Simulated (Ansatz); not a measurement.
**Short convergence ladders for AlFe₃ (I4mm, 4 atoms in the cell)**

```
CELL_PARAMETERS angstrom
      0.00000     2.87270     2.87270
      2.87270     0.00000     2.87270
      2.87270     2.87270     0.00000
ATOMIC_POSITIONS crystal
  Al 0.00870 0.00870 0.99130
  Fe 0.50000 0.50000 0.50000
  Fe 0.25000 0.25000 0.25000
  Fe 0.75000 0.75000 0.75000
```
Moments meant for the start (each program seeds them in its own way; μB, in the order of the atoms Al Fe Fe Fe): 0.0 4.0 4.0 4.0.

Base method: PBEsol, default PAW files made with PBE (plane waves; Ansatz, a first-principles code).

Base settings: basis.ecutwfc = 420 eV; kpoints.mp_grid.grid = 6 6 6; hamiltonian.xc = pbesol; hamiltonian.pseudopotentials = {kind: paw} (the program's default PAW files); magnetization.spin_polarized = true; scf.occupations.method = fermi_dirac; scf.occupations.width = 0.1 eV.

The count of work is k-points × plane waves × bands × iterations; it is no time. 

**The cutoff for other potential files**

Level: DFT, PBEsol, plane waves, harder PAW files (source: ansatz) made with PBE.

In this ladder: hamiltonian.pseudopotentials = {kind: paw, source: ansatz}.

The second cell is the first with its lattice scaled by 0.98.

The mesh stays at the base's, so the ladder's end is converged at best in this setting alone.

The first pressure column holds Ansatz's estimate of the finite-basis (Pulay) stress, which hides part of the cutoff error; the other is without it.

Only quantities that move along the ladder and can be compared are tabulated.

```csv
basis.ecutwfc,free energy less the last step's (meV/atom),energy of the compressed cell less the first (meV/atom),pressure (GPa),pressure without the Pulay estimate (GPa),largest difference of a force vector from the last step's (eV/Å),count of work / last
405 eV,4062.81,-33.19,-11.08,-264.06,0.046,0.12
495 eV,843.90,-18.60,-8.20,-75.45,0.008,0.15
630 eV,64.13,-12.67,-7.46,-14.98,0.001,0.20
765 eV,2.75,-10.33,-7.18,-7.63,0.000,0.27
900 eV,0.27,-10.27,-7.16,-7.18,0.000,0.35
1080 eV,0.13,-10.27,-7.17,-7.17,0.000,0.46
1350 eV,0.04,-10.27,-7.17,-7.17,0.000,0.64
1800 eV,0.00,-10.27,-7.17,-7.17,0.000,1.0
```

Coarsest basis.ecutwfc that holds the pressure without the Pulay estimate within 0.2 GPa of the last step, with all finer ones: 900 eV, at 0.35 of the last step's count of work; the step before is off by 0.46 GPa.

Coarsest basis.ecutwfc that holds the pressure within 0.2 GPa of the last step, with all finer ones: 765 eV, at 0.27 of the last step's count of work; the step before is off by 0.29 GPa.

Coarsest basis.ecutwfc that holds the free energy within 5 meV/atom of the last step, with all finer ones: 765 eV, at 0.27 of the last step's count of work; the step before is off by 64 meV/atom.

The energy difference between the two cells stays within 1 meV/atom of the last step's from 765 eV on, the total only from 900 eV on: much of the error is common to both cells and cancels.

At the lowest cutoff the pressure without the Pulay estimate lies 257 GPa under the last step's, the usual sign of Pulay stress in an incomplete plane-wave basis.

**The density cutoff**

The mesh stays at the base's, so the ladder's end is converged at best in this setting alone.

Only quantities that move along the ladder and can be compared are tabulated.

| basis.ecutrho_ratio | pressure (GPa) |
|---|---|
| 2 | -7.03 |
| 3 | -7.13 |
| 4 | -7.13 |
| 5 | -7.13 |
| 6 | -7.13 |
| 8 | -7.13 |
| 10 | -7.13 |
| 12 | -7.13 |
| 16 | -7.13 |

Coarsest basis.ecutrho_ratio that holds the pressure within 0.05 GPa of the last step, with all finer ones: 3; the step before is off by 0.10 GPa.

**The relaxed cell against the cutoff**

On AlFe₃ (Fm-3m, 4 atoms in the cell): atoms on their sites.

In this ladder: relax = cell and atoms.

The mesh stays at the base's, so the ladder's end is converged at best in this setting alone.

Only quantities that move along the ladder and can be compared are tabulated.

The magnetic state is not the same in all runs (site moments differ, or a search went on to a lower state), so steps between rows are not convergence errors alone.

```csv
basis.ecutwfc,relaxed volume (Å³/atom),relaxation steps
210 eV,12.736,68
250 eV,11.874,16
295 eV,11.604,14
355 eV,11.354,8
420 eV,11.337,5
505 eV,11.337,5
630 eV,11.335,5
840 eV,11.335,5
```

Coarsest basis.ecutwfc that holds the relaxed volume within 0.011 Å³/atom of the last step, with all finer ones: 420 eV; the step before is off by 0.018 Å³/atom.

At the lowest cutoff the cell relaxes to a volume 12 % larger than at the highest. Ansatz relaxes on a stress corrected for the finite basis.

On the base run: the starting cell comes from a database of computed structures (which also holds hypothetical and non-ambient phases and stackings), without a prior relaxation at this level. Its lattice was rescaled by up to half a per cent. One atom was moved a little off its site on purpose. The magnetic order is the one reached from the typed start; others were not searched systematically.

Keys are those of Ansatz 0.2.
